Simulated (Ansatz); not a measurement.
Base system: MoTe₂ in the 2H-MoS2 type structure (space group P6_3/mmc, No. 194; layered, stacked along the Cartesian z axis).

```yaml
crystal:
  lattice:
    - [3.49661, 0.00000, 0.00000]
    - [-1.74831, 3.02815, 0.00000]
    - [0.00000, 0.00000, 13.69583]
  atoms:
    - { symbol: Mo, position: [0.33333, 0.66667, 0.75000] }
    - { symbol: Mo, position: [0.66667, 0.33333, 0.25000] }
    - { symbol: Te, position: [0.33333, 0.66667, 0.11732] }
    - { symbol: Te, position: [0.66667, 0.33333, 0.61732] }
    - { symbol: Te, position: [0.66667, 0.33333, 0.88268] }
    - { symbol: Te, position: [0.33333, 0.66667, 0.38268] }
```

Levels (all Ansatz, a quantum-chemistry and plane-wave program, PAW): PBE-D3(BJ) (420 eV, without spin-orbit coupling); PBEsol-D3(BJ) (420 eV, no SOC).

Levels that relaxed their own cell: PBE-D3(BJ) and PBEsol-D3(BJ).

```tsv
level	band gap	lattice parameter a	lattice parameter c
PBE-D3(BJ)	0.60 eV	3.497 Å	13.696 Å
PBEsol-D3(BJ)	0.33 eV	3.434 Å	13.330 Å
```

Measured: band gap 1.06 eV (0 K or low temperature; as listed in Desman Perdamaian Gulo et al., Physical Review Materials (2023)); lattice parameter a 3.518 Å (room temperature; as listed in arXiv:1605.07067); lattice parameter c 13.974 Å (room temperature; as listed in arXiv:1605.07067).

Computed minus measured — band gap: PBE-D3(BJ) -0.46 eV, PBEsol-D3(BJ) -0.73 eV (closest: PBE-D3(BJ)); lattice parameter a: PBE-D3(BJ) -0.6 %, PBEsol-D3(BJ) -2.4 % (closest: PBE-D3(BJ)); lattice parameter c: PBE-D3(BJ) -2.0 %, PBEsol-D3(BJ) -4.6 % (closest: PBE-D3(BJ)). Measured values not marked as corrected hold thermal and zero-point effects that the static-lattice runs lack. A measured gap can be an optical one, lowered by exciton binding. Levels without spin-orbit coupling miss its effect on the gap.

Spin-orbit coupling, missing from the scalar runs, can matter with Te. Stability against distortions was not tested. The program warned that a D3 coordination switch lies within reach, so dispersion energies are less smooth here.
